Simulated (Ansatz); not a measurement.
System: hexagonal WC. Method: r²SCAN (Ansatz, a quantum-chemistry and plane-wave program, plane waves, PAW).

Run with plane-wave cutoff 560 eV, 24×24×20 k mesh (along the axes of the cell as run), Fermi–Dirac smearing 0.05 eV, no spin polarisation, scalar-relativistic PAW data made under PBE.

Shape and atoms are relaxed at each volume.

Pressure at four volumes; x = ln(V/10.415 Å³). One pressure is withheld.

```json
[
 {"V (Å³/atom)": "9.999", "x": "-0.0408", "P (GPa)": "?"},
 {"V (Å³/atom)": "10.207", "x": "-0.0202", "P (GPa)": "8.45"},
 {"V (Å³/atom)": "10.415", "x": "0.0000", "P (GPa)": "0.00"},
 {"V (Å³/atom)": "10.832", "x": "0.0393", "P (GPa)": "-14.48"}
]
```

Q: Pass a parabola P(x) through the three rows shown, estimate the bulk modulus and its pressure derivative near zero pressure, and predict the withheld pressure.

A: Slopes between the rows: (0.00 − (8.45))/(0.0000 − (-0.0202)) = -418.32 and (-14.48 − (0.00))/(0.0393 − (0.0000)) = -368.45 GPa. Their difference over the span 0.0595 is c = 49.87/0.0595 = 838.2 GPa, so P(x) = 8.45 + (-418.32)(x − (-0.0202)) + 838.2 (x − (-0.0202))(x − (0.0000)). At the middle row B = −dP/dx = −[-418.32 + 838.2 × 0.0202] = 401.4 GPa, and B′ = dB/dP = 2c/B = 4.2. At x = -0.0408 the parabola gives 17.77 GPa; the run gives 17.83 GPa. The Birch–Murnaghan fit to the energies at all volumes has B0 = 401 GPa and B′ = 4.2.

Measured, for comparison: bulk modulus 384 ± 0.8 GPa (room temperature, no zero-point or thermal correction, adiabatic, ultrasonic, our sources range from 377 to 412; as tabulated in Compression behavior of WC and WC-6%Co up to 50 GPa (OSTI 1006718)). Computed (rounded) less measured: bulk modulus +4 % (inside the range of the sources held).

Note: the bulk modulus comes from volumes at which shape and atoms were relaxed.

Spin–orbit coupling is not included.
